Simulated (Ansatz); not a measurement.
## Amorphous Si30N44Ti3

The cell was made by melting and quenching with the CHGNet potential and then relaxed with DFT. N atoms were pushed apart under 1.9 Å during the dynamics, to hinder bonds among them. The hot cell started wider than the set density and was brought back towards it in steps. It is the lowest in DFT energy of 2 quenches. It is a model cell: composition and starting density were chosen by hand, and all elements were melted together. No dispersion term was used.

Methods: PBE, scalar-relativistic without spin-orbit coupling (Ansatz, a quantum-chemistry and plane-wave program); r2SCAN, scalar-relativistic without spin-orbit coupling (Ansatz); HSE06, scalar-relativistic without spin-orbit coupling (Ansatz). Geometry, pressure, stress and energy are those of the PBE run. Its sampling: a 2×2×2 Γ-centred mesh; Fermi-Dirac width 0.02 eV; no spin polarisation. Other functionals are single points at the zone centre (r2SCAN at 500 eV; exact exchange cut at the cell's faces), free to take moments where seeds were set. At PBE the levels at both edges of the gap are localised (band-tail or defect states), and the nearest spread-out levels lie 2.3 eV apart at the zone centre.

* **Number of atoms in the cell**: 77
* **Density (volume relaxed, without dispersion)**: 3.07 g/cm³
* **Volume per atom**: 11.24 Å³
* **Pressure on a 2×2×2 Γ-centred mesh**: 0.6 kbar
* **Largest force and stress component on that mesh (the relaxation ran on the zone centre alone)**: 0.14 eV/Å and 0.1 GPa
* **Gap between localised states on a 2×2×2 Γ-centred mesh (PBE)**: 1.60 eV
* **Gap between localised states at the zone centre (PBE)**: 1.65 eV
* **Gap between localised states at the zone centre (r2SCAN)**: 1.95 eV
* **Gap between localised states at the zone centre (HSE06)**: 3.03 eV

Bonds are counted up to Si-Si 2.60 Å, Si-N 2.10 Å, Si-Ti 2.78 Å, N-N 1.70 Å, N-Ti 2.54 Å, Ti-Ti 3.12 Å. Two cations that share two anions don't count as bonded, nor two that share one unless they lie closer than Si-Si 2.38 Å, Si-Ti 2.71 Å, Ti-Ti 3.04 Å.

| Item | Result |
|---|---|
| Mean coordination of Si by anions | 4.00 (1 with 3, 28 with 4, 1 with 5) |
| Mean coordination of N | 3.07 (41 with 3, 3 with 4) |
| Mean coordination of Ti by anions | 5.00 (1 with 4, 1 with 5, 1 with 6) |
| Mean Si-N bond | 1.763 Å (spread 0.056 Å, 120 counted) |
| Mean N-Ti bond | 2.059 Å (spread 0.167 Å, 15 counted) |

Its density started from a set value of 3.05 g/cm³. The simulated quench (nominally 300 K/ps over its main leg) is rapid and tends to freeze in more defects than a deposited or slowly cooled glass has. A cell of this size samples the disorder only roughly. Volume and shape were free in the relaxation. On a 2×2×2 Γ-centred mesh force components of up to 0.14 eV/Å stay, since the relaxation ran on the zone centre alone.
